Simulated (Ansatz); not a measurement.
Functionals compared on NH3 on the 1x1 (10-10) surface of wurtzite GaN (cut with top plane Ga + N), one in a 2x1 cell, started at the site 'top Ga', in Ansatz (plane waves, PAW). The structure was relaxed with PBE; the other rows are single points on it, each with its references at the same level. Cutoff 420 eV (500 eV for r2SCAN). HSE06 used the coarser mesh 3x3x1.

Host crystal: wurtzite GaN, with a band gap (PBE, scalar-relativistic without spin-orbit coupling).

Model: 36-atom slab, 9.3 Å thick at the start under the adsorbate (thin: gaps and levels are the slab's own), 3x4x1 mesh, Fermi-Dirac 0.01 eV, dipole correction, 16 atoms held, the rest relaxed; no symmetry held; no spin, no spin-orbit, no U, no dispersion correction. At the end it is bonded to Ga. In PBE it is, or lies within 0.03 eV of, the lowest of the starts that converged. These notes are the PBE run's. Adsorption energies are against NH3(g). A negative adsorption energy means that the adsorbate is more stable on the surface than in its reference.

```tsv
functional	adsorption energy (eV)	rough cost of the single point
PBE	-1.21	–
RPBE	-0.94	roughly 2.4 core-minutes
r2SCAN	-1.39	about 5 core-minutes (a rough figure)
HSE06	-1.27	roughly 70 core-minutes
```

Ansatz is a program for electronic structure.
